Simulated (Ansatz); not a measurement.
The reference is MgO in the rock salt structure (space group Fm-3m, No. 225).

```xyz
2
Lattice="0.0000 2.0796 2.0796 2.0796 0.0000 2.0796 2.0796 2.0796 0.0000" Properties=species:S:1:pos:R:3 pbc="T T T"
Mg     0.0000     0.0000     0.0000
O      2.0796     2.0796     2.0796
```

The values are results of Ansatz (an electronic-structure program), LDA, PAW, cutoff 420 eV, scalar-relativistic without spin-orbit coupling, not measurements.

Strains are applied to the cell and any free atomic positions relax.

One change was made to it. Results:

The energy goes up by 25 meV/atom; the electron mass becomes 0.33 mₑ (at Γ) (base: 0.36 mₑ (at Γ)); the hole mass (degenerate bands, along [100]) changes from 0.40, 2.0, 2.0 mₑ (at Γ) to 0.38, 2.1, 2.1 mₑ (at Γ); the band gap shrinks by 0.72 eV to 4.31 eV.

Task: Name the change that was made.
A. isotropic strain +3.00 %
B. isotropic strain +2.50 %
C. isotropic strain +2.00 %

Result: B, isotropic strain +2.50 %. For comparison, the band gap in the other runs: isotropic strain +3.00 % gives 4.18 eV; isotropic strain +2.00 % gives 4.45 eV.

Masses are band curvatures over ±0.01 Å⁻¹ around the edge. Whether these cells are dynamically stable was not tested.
